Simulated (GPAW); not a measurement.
GPAW run on TiAl₃ (Pmm2, 4 atoms in the cell): self-consistent single point.

Computed with LDA (Perdew-Wang 92), GPAW PAW datasets LDA (gpaw-data 1.0.1) (plane waves; GPAW).

The change in words: lattice scaled by 0.98. Reference geometry:
```xyz
4
Lattice="2.8397 0.0000 0.0000 0.0000 4.6813 0.0000 0.0000 0.0000 4.9007" Properties=species:S:1:pos:R:3 pbc="T T T"
Ti     0.0000     2.3406     0.8131
Al     1.4198     2.3406     3.2701
Al     1.4198     0.0000     1.6217
Al     0.0000     0.0000     4.0965
```

Reference input (self-consistent single point, DFT LDA (Perdew-Wang 92), plane waves, GPAW PAW datasets LDA (gpaw-data 1.0.1)): mode = pw; ecut = 850 eV; xc = LDA; kpts = 12 7 7; mesh shift (steps) = 0 0 0; occupations.name = fermi-dirac; occupations.width = 0.1 eV; nbands = -10; convergence.density = 1e-05 e/electron; convergence.energy = 1e-05 eV/electron; symmetry.symmorphic = false; symmetry.tolerance = 0.0005. This run's input differs from it in these lines:

```diff
@@ -5,5 +5,5 @@
 atoms = Atoms(['Ti', 'Al', 'Al', 'Al'],
-              cell=[[2.839680, 0.000000, 0.000000],
-                    [0.000000, 4.681260, 0.000000],
-                    [0.000000, 0.000000, 4.900740]],
+              cell=[[2.782886, 0.000000, 0.000000],
+                    [0.000000, 4.587635, 0.000000],
+                    [0.000000, 0.000000, 4.802725]],
               scaled_positions=[[0.000000, 0.500000, 0.165920],
```

The program printed (abridged):

```
     iter     time        total  log10-change:
                         energy   eigst   dens
iter:   1 --:--:--   -21.262202
iter:   2 --:--:--   -21.243287   -0.94  -1.12
iter:   3 --:--:--   -21.053751   -1.63  -1.14
iter:   4 --:--:--   -21.027639   -2.55  -1.41
iter:   5 --:--:--   -21.111024   -1.64  -1.51
iter:   6 --:--:--   -21.033218   -1.81  -1.77
iter:   7 --:--:--   -21.030213   -3.65  -2.09
iter:   8 --:--:--   -21.030398   -3.99  -2.50
iter:   9 --:--:--   -21.029591   -3.91  -2.58
iter:  10 --:--:--   -21.029591   -4.73  -3.08
iter:  11 --:--:--   -21.029550c  -5.41  -3.17
iter:  12 --:--:--   -21.029566c  -5.67  -3.35
iter:  13 --:--:--   -21.029549c  -6.39  -3.46
iter:  14 --:--:--   -21.029542c  -7.02  -3.61
iter:  15 --:--:--   -21.029543c  -6.62  -3.65
iter:  16 --:--:--   -21.029540c  -7.83c -3.87
iter:  17 --:--:--   -21.029527c  -6.43  -3.96
iter:  18 --:--:--   -21.029527c  -7.93c -4.40
iter:  19 --:--:--   -21.029531c  -7.45c -4.43
iter:  20 --:--:--   -21.029530c  -8.94c -4.66
iter:  21 --:--:--   -21.029530c  -8.58c -4.71
iter:  22 --:--:--   -21.029529c  -9.53c -4.81
iter:  23 --:--:--   -21.029529c  -9.14c -4.84
iter:  24 --:--:--   -21.029529c -10.67c -5.30c
Converged after 24 iterations.

Dipole moment: (-0.000000, -0.000000, -0.447871) |e|*Ang

Energy contributions relative to reference atoms: (reference = -42909.212981)

Kinetic:        +29.309493
Potential:      -20.615255
External:        +0.000000
XC:             -29.617273
Entropy (-ST):   -0.087807
Local:           -0.062591
SIC:             +0.000000
--------------------------
Free energy:    -21.073433
Extrapolated:   -21.029529

Showing only first 2 kpts
 Kpt  Band  Eigenvalues  Occupancy
  0     8      5.16208    2.00000
  0     9      6.96575    1.99959
  0    10      7.39678    1.97005
  0    11     10.28437    0.00000

  1     8      5.88364    2.00000
  1     9      6.93643    1.99970
  1    10      7.32210    1.98569
  1    11     10.10664    0.00000

Fermi level: 7.81540

No gap
No difference between direct/indirect transitions
Energy (eV): -21.029529

Forces in eV/Ang:
  0 Ti    0.00000    0.00000   -0.05057
  1 Al    0.00000    0.00000   -0.00735
  2 Al    0.00000    0.00000    0.01051
  3 Al    0.00000    0.00000    0.04754

Stress tensor:
    -0.002533     0.000000     0.000000
     0.000000    -0.009722     0.000000
     0.000000     0.000000    -0.013299
Stress (GPa, Voigt): [-0.4058 -1.5576 -2.1308  0.      0.      0.    ]
```

The run converged in 24 iterations. GPAW prints stress with tension positive. Against the reference run the free energy falls by 10.8 meV/atom, the pressure goes from -4.78 to 1.36 GPa and the largest force goes from 0.079 to 0.051 eV/Å.

The starting cell comes from a database of computed structures (which also holds hypothetical and non-ambient phases and stackings), without a prior relaxation at this level. For this run, on top of that: lattice scaled by 0.98. Spin polarisation is off.

Cost on one core of a shared machine: roughly 3 min.
